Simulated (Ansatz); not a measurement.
## Worked example: self-consistent single point of FeAl (P4mm, 2 atoms in the cell) in Ansatz

Level of theory: LDA (PW92), default PAW files made with PBE (plane waves; Ansatz, an electronic-structure program).

Input:

Ansatz 0.2 input:
```yaml
# FeAl
crystal:
  lattice:
    - [2.918730, 0.000000, 0.000000]
    - [0.000000, 2.918730, 0.000000]
    - [0.000000, 0.000000, 2.918730]
  atoms:
    - { symbol: Al, position_ang: [1.459365, 1.459365, 1.509366] }
    - { symbol: Fe, position_ang: [0.000000, 0.000000, 0.000000] }
basis:
  ecutwfc: 420.0
kpoints:
  mp_grid:
    grid: [11, 11, 11]
hamiltonian:
  xc: lda
  pseudopotentials:
    kind: paw
scf:
  occupations:
    method: fermi_dirac
    width: 0.1
output:
  forces: true
  eigenvalues: true
  stress: true
```

Log, with long lists cut:

```
WARN ansatz: RAYON_NUM_THREADS=1 ignored (pool sized by the plan → 1); use --threads N
Pseudopotentials: kind: paw
Pseudopotential: Al, paw, valence charge 3
Pseudopotential: Fe, paw, valence charge 16
Crystal: 2 atoms, lattice volume = 24.865 Å³
Basis set: ecut = 420 eV, 461 PW (Γ)
Bands: 14, of which v1, the nominal top of the filled ones, is band 10 counted from 1 (9 counted from 0)
Symmetry: 8 space group operations
Space group: P4mm (ITA 99), of the structure as read, at distance tolerance 2.9e-5 Å
k-points: 126 of 1331 (time reversal used)
PAW frozen core: Al, regenerated for the run's functional, and the local potential with it
PAW frozen core: Fe, regenerated for the run's functional, and the local potential with it
Initial density: superposition of atomic densities (neutral atoms: chi_scale 0, normalization atom), corrected by the library's trained network
Initial wavefunctions: pseudopotential atomic-orbital guess
Eigensolver: davidson
Functional: x = slater, c = lda
SCF iter   1: F=—  HF=-4933.528465 eV  |F-HF|=—  |Δ(HF+E_count)|=         —  Δρ=9.95e-3  dr2=8.71e-3  ethr=1.77e-3  ⟨swp⟩=4.2  Hψ=8112  notcnv=0
all-band conjugate gradients solve this SCF's bands
preconditioner: auto → none
SCF iter   2: F=—  HF=-4933.526974 eV  |F-HF|=—  |Δ(HF+E_count)|=   1.49e-3  Δρ=3.90e-3  dr2=1.35e-3  ethr=4.58e-5  ⟨swp⟩=2.8  Hψ=3521  notcnv=0
SCF iter   3: F=—  HF=-4933.526697 eV  |F-HF|=—  |Δ(HF+E_count)|=   2.77e-4  Δρ=7.62e-4  dr2=1.38e-4  ethr=7.09e-6  ⟨swp⟩=1.3  Hψ=2069  notcnv=0
SCF iter   4: F=—  HF=-4933.526669 eV  |F-HF|=—  |Δ(HF+E_count)|=   2.73e-5  Δρ=1.69e-4  dr2=5.59e-6  ethr=7.26e-7  ⟨swp⟩=1.0  Hψ=1777  notcnv=0
SCF iter   5: F=—  HF=-4933.526671 eV  |F-HF|=—  |Δ(HF+E_count)|=   1.80e-6  Δρ=7.75e-6  dr2=4.26e-9  ethr=2.94e-8  ⟨swp⟩=2.4  Hψ=2259  notcnv=0
SCF iter   6: F=-4933.526671 eV  HF=-4933.526671 eV  |F-HF|=3.05e-10  |Δ(HF+E_count)|=   1.67e-9  Δρ=2.03e-6  dr2=4.54e-10  ethr=2.24e-11  ⟨swp⟩=1.8  Hψ=5555  notcnv=0
SCF 1 converged in 6 iterations: F = -4933.526671 eV  dr2 = 4.54e-10
SCF converged after 6 iterations
Free energy (F): -4933.526671 eV
Harris-Foulkes:  -4933.526671 eV  (|F-HF|=3.05e-10)
Internal energy: -4933.427830 eV  (E = F + TS)
E sigma→0 (E₀):  -4933.477250 eV
Entropy (-TS):   -0.098841 eV (-49.421 meV/atom)
Fermi energy:    12.920871 eV
--- Per-component energies (eV) ---
  E_band       = -262.405566
  E_kinetic    = 380.434664
  E_local      = -2800.311630  (includes V_loc(G=0)·N_el)
  E_nonlocal   = 231.428081
  E_hartree    = 1205.857376
  E_xc         = -157.962080
  E_vxc        = -182.810317  (∫ρ·V_xc dr)
  E_paw        = -1748.850521  (= ΣΔE_a)
  E_vpaw       = -302.861642  (= ΣTr[D̂ρ^β])
  E_aug_tail   = 0.000821  (compensation charges beyond the density's cutoff)
  E_ewald      = -2044.481792
  E_core_change = 0.457252  (= ΣΔE_core)
  E_smearing   = -0.098841  (= −TS)
  E_closure    = 0.000000  (closes the sum)
  Σ components = -4933.526671   (vs F -4933.526671, Δ=0.00e0)
--- Forces (eV/Å), atoms counted from 1 ---
  atom   1  Al     0.00000000     0.00000000    -0.29967079
  atom   2  Fe    -0.00000000     0.00000000     0.29967960
  max |Σ_I F_I| component: 8.81e-6 eV/Å
--- Stress (GPa, compression-positive) ---
      -17.797479       0.000000       0.000000
        0.000000     -17.797479       0.000000
        0.000000       0.000000     -17.922519
  P = ⅓ Tr σ = -17.8392 GPa (-178.392 kbar)
  The stress holds the Pulay correction. Without it, at fixed plane waves, as pw.x and ABINIT print it: P = -17.9554 GPa
--- Band table (eV; the first three rows and the last of 126) ---
  k-point 0: bands = ["-72.4955", "-38.9576", "-38.9576", "-38.9576", "2.8847", "10.8016", "10.8033", "13.0577", "13.0591", "13.0591", "19.0548", "19.0548", "19.0575", "22.1781"]
  k-point 1: bands = ["-72.4952", "-38.9619", "-38.9572", "-38.9572", "3.0348", "10.7825", "10.8453", "12.9659", "12.9659", "13.0672", "17.9153", "19.2752", "19.2752", "22.1415"]
  k-point 2: bands = ["-72.4944", "-38.9733", "-38.9563", "-38.9563", "3.4808", "10.6383", "10.9656", "12.7355", "12.7355", "13.0930", "16.1770", "19.8898", "19.8898", "22.0329"]
  k-point 125: bands = ["-72.4841", "-38.9993", "-38.9992", "-38.9992", "9.6441", "9.8336", "9.8352", "13.5353", "13.5359", "15.1787", "16.0205", "16.0260", "16.7929", "19.1171"]
```

The run converged in 6 iterations.

The starting cell has typed, rounded lattice constants, without a prior relaxation at this level. Its lattice was rescaled by up to half a per cent. One atom was moved a little off its site on purpose. Spin polarisation is off. With a pressure of about -18 GPa the cell is away from its equilibrium volume at this level. Ansatz's pressure includes its estimate of the finite-basis (Pulay) stress.
